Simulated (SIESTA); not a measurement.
Worked example: self-consistent single point of Ga (Cmce, 4 atoms in the cell) in SIESTA

Computed with GGA PBE, numerical atomic orbitals DZP, PseudoDojo PBE standard norm-conserving potentials (rewritten from UPF to PSML) (SIESTA).

Input as run:

```
# files in the folder: Ga.psml (PseudoDojo PBE standard)
SystemName  Ga
SystemLabel siesta

NumberOfAtoms                4
NumberOfSpecies              1
%block ChemicalSpeciesLabel
  1 31 Ga
%endblock ChemicalSpeciesLabel
LatticeConstant              4.428865 Ang
%block LatticeVectors
     0.503862050   -0.863784062    0.000000000
     0.503862050    0.863784062    0.000000000
     0.000000000    0.000000000    1.035793143
%endblock LatticeVectors
AtomicCoordinatesFormat      Ang
%block AtomicCoordinatesAndAtomicSpecies
     2.231537000   -1.191286546    1.905600975  1
     2.231537000    1.191286546    2.681787025  1
     2.231537000   -2.634296454    4.199294975  1
     2.231537000    2.634296454    0.388093025  1
%endblock AtomicCoordinatesAndAtomicSpecies

XC.functional                GGA
XC.authors                   PBE
PAO.BasisSize                DZP
PAO.EnergyShift              0.005 Ry
MeshCutoff                   300 Ry
%block kgrid.MonkhorstPack
    6   0   0  0.0
    0   6   0  0.0
    0   0   5  0.0
%endblock kgrid.MonkhorstPack
OccupationFunction           FD
ElectronicTemperature        1578.21 K

MaxSCFIterations             150
SCF.Mixer.Method             Pulay
SCF.Mixer.Weight             0.25
SCF.Mixer.History            8
SCF.DM.Tolerance             1.0E-05
Diag.ParallelOverK           true
WriteForces                  true
```

Output, abridged:

```
reinit: Reading from file input.fdf

reinit: System Name: Ga
reinit: System Label: siesta

coor:   Atomic-coordinates input format  =     Cartesian coordinates
coor:                                          (in Angstroms)

siesta: Atomic coordinates (Bohr) and species
siesta:      4.21699  -2.25121   3.60106  1        1
siesta:      4.21699   2.25121   5.06784  1        2
siesta:      4.21699  -4.97810   7.93552  1        3
siesta:      4.21699   4.97810   0.73339  1        4

siesta: System type = bulk

initatomlists: Number of atoms, orbitals, and projectors:      4    72    72

siesta: ******************** Simulation parameters ****************************
redata: Spin configuration                          = none
redata: Time-Reversal Symmetry                      = T
redata: Number of Atomic Species                    =        1
redata: Mesh Cutoff                                 =   300.0000 Ry
redata: Net charge of the system                    =     0.0000 |e|
redata: Min. number of SCF Iter                     =        0
redata: Max. number of SCF Iter                     =      150
redata: SCF convergence failure will abort job
redata: SCF mix quantity                            = Hamiltonian
redata: Mix DM or H after convergence               =   F
redata: Recompute H after scf cycle                 =   F
redata: Mix DM in first SCF step                    =   T
redata: No kicks to SCF
redata: DM Mixing Weight for Kicks                  =     0.5000
redata: Require Harris convergence for SCF          =   F
redata: Harris energy tolerance for SCF             =     0.000100 eV
redata: Require DM convergence for SCF              =   T
redata: DM tolerance for SCF                        =     0.000010
redata: Require EDM convergence for SCF             =   F
redata: EDM tolerance for SCF                       =     0.001000 eV
redata: Require H convergence for SCF               =   T
redata: Hamiltonian tolerance for SCF               =     0.001000 eV
redata: Require (free) Energy convergence for SCF   =   F
redata: (free) Energy tolerance for SCF             =     0.000100 eV
redata: Using DFT-D3 dispersion                     =   F
redata: Using Saved Data (generic)                  =   F
redata: Method of Calculation                       = Diagonalization
redata: Electronic Temperature                      =  1578.2100 K
redata: Number of TDED substeps                     =        3
redata: Dynamics option                             = Single-point calculation
redata: Save all siesta data in one NC              =   F
redata: ***********************************************************************

%block SCF.Mixers
  Pulay
%endblock SCF.Mixers

%block SCF.Mixer.Pulay
  # Mixing method
  method pulay
  variant stable

  # Mixing options
  weight 0.2500
  weight.linear 0.2500
  history 8
%endblock SCF.Mixer.Pulay

DM_history_depth set to one: no extrapolation allowed by default for geometry relaxation
Size of DM history Fstack: 1
Total number of electrons:    52.000000
Total ionic charge:    52.000000

* ProcessorY, Blocksize:    1  64

* Orbital distribution balance (max,min):    72    72

k-point displ. along   1 input, could be:     0.00    0.50
k-point displ. along   2 input, could be:     0.00    0.50
 Kpoints in:          108 . Kpoints trimmed:           96

siesta: k-grid: Number of k-points = 96
siesta: k-points from Monkhorst-Pack grid
siesta: k-cutoff (effective) =    11.468 Ang
siesta: k-point supercell and displacements
siesta: k-grid:     6     0     0      0.000
siesta: k-grid:     0     6     0      0.000
siesta: k-grid:     0     0     5      0.000

diag: Algorithm                                     = D&C
diag: Parallel over k                               =   F
diag: Use parallel 2D distribution                  =   F
diag: Parallel block-size                           = 64
diag: Parallel distribution                         =     1 x     1
diag: Used triangular part                          = Lower
diag: Absolute tolerance                            =  0.100E-15
diag: Orthogonalization factor                      =  0.100E-05
diag: Memory factor                                 =  1.0000

superc: Internal auxiliary supercell:     7 x     7 x     5  =     245
superc: Number of atoms, orbitals, and projectors:    980  17640  17640

                        Single-point calculation

superc: Internal auxiliary supercell:     7 x     7 x     5  =     245
superc: Number of atoms, orbitals, and projectors:    980  17640  17640

outcell: Unit cell vectors (Ang):
        2.231537   -3.825583    0.000000
        2.231537    3.825583    0.000000
        0.000000    0.000000    4.587388

outcell: Cell vector modules (Ang)   :    4.428865    4.428865    4.587388
outcell: Cell angles (23,13,12) (deg):     90.0000     90.0000    119.4883
outcell: Cell volume (Ang**3)        :     78.3244
new_DM -- step:     1
Initializing Density Matrix...

Attempting to read DM from file... Failed...
DM filled with atomic data:

InitMesh: MESH = 48 x 48 x 48 = 110592
InitMesh: Mesh cutoff (required, used) =   300.000   302.589 Ry

stepf: Fermi-Dirac step function

        iscf     Eharris(eV)        E_KS(eV)     FreeEng(eV)     dDmax    Ef(eV) dHmax(eV)
   scf:    1    -8312.500056    -8321.342322    -8321.393166  1.157698 -4.425731  2.438958
   scf:    2    -8321.634466    -8321.493074    -8321.544813  0.189016 -4.508498  1.599743
   scf:    3    -8321.677462    -8321.598401    -8321.651779  0.289079 -4.652377  0.082380
   scf:    4    -8321.600388    -8321.599565    -8321.652684  0.024871 -4.653527  0.025294
   scf:    5    -8321.599635    -8321.599623    -8321.652659  0.008960 -4.644218  0.039738
   scf:    6    -8321.599660    -8321.599650    -8321.652729  0.006849 -4.646255  0.001426
   scf:    7    -8321.599655    -8321.599652    -8321.652729  0.000112 -4.646320  0.000643
   scf:    8    -8321.599655    -8321.599653    -8321.652729  0.000019 -4.646326  0.000517
   scf:    9    -8321.599653    -8321.599653    -8321.652729  0.000084 -4.646368  0.000029
   scf:   10    -8321.599653    -8321.599653    -8321.652729  0.000004 -4.646370  0.000002

SCF Convergence by DM+H criterion
max |DM_out - DM_in|         :     0.0000041653
max |H_out - H_in|      (eV) :     0.0000019956
SCF cycle converged after 10 iterations

Using DM_out to compute the final energy and forces

siesta: E_KS(eV) =            -8321.5997

siesta: E_KS - E_eggbox =     -8321.5997

siesta: Atomic forces (eV/Ang):
     1    0.000000    0.148302    0.021777
     2    0.000000   -0.148302   -0.021776
     3    0.000000   -0.148301    0.021777
     4    0.000000    0.148302   -0.021776
   Tot    0.000001    0.000000    0.000001
   Max    0.148302
   Res    0.086540    sqrt( Sum f_i^2 / 3N )
   Max    0.148302    constrained

Stress tensor Voigt[x,y,z,yz,xz,xy] (kbar):      -37.02      -17.09      -23.92       -0.00       -0.00       -0.00
(Free)E + p*V (eV/cell)    -8320.3812
Target enthalpy (eV/cell)    -8321.6527

siesta: Program's energy decomposition (eV):
siesta: Ebs     =      -900.761698
siesta: Eions   =      9011.520888
siesta: Ena     =       276.321420
siesta: Ekin    =      6798.707582
siesta: Enl     =     -4135.347207
siesta: Eso     =         0.000000
siesta: Edftu   =         0.000000
siesta: DEna    =        26.307343
siesta: DUscf   =         0.769581
siesta: DUext   =         0.000000
siesta: Ex      =     -2156.798871
siesta: Ec      =      -120.038613
siesta: Exc     =     -2276.837483
siesta: Eharris =     -8321.599653
siesta: Etot    =     -8321.599653
siesta: FreeEng =     -8321.652729

siesta: Atomic forces (eV/Ang):
siesta:      1    0.000000    0.148302    0.021777
siesta:      2    0.000000   -0.148302   -0.021776
siesta:      3    0.000000   -0.148301    0.021777
siesta:      4    0.000000    0.148302   -0.021776
siesta: ----------------------------------------
siesta:    Tot    0.000001    0.000000    0.000001

siesta: Stress tensor (static) (eV/Ang**3):
siesta:    -0.023105   -0.000000   -0.000000
siesta:    -0.000000   -0.010666   -0.000000
siesta:    -0.000000   -0.000000   -0.014931

siesta: Cell volume =         78.324420 Ang**3

siesta: Pressure (static):
siesta:                Solid            Molecule  Units
siesta:           0.00017681          0.00015391  Ry/Bohr**3
siesta:           0.01623419          0.01413144  eV/Ang**3
siesta:          26.01004605         22.64105974  kBar
```

The run converged in 10 iterations.

The starting cell comes from a database of computed structures (which also holds hypothetical and non-ambient phases and stackings), without a prior relaxation at this level. Its lattice was rescaled by a random factor within 2.5 % of one. Values carry the incompleteness of an atom-centred basis.

Cost on one core of a shared machine: roughly 80 s.
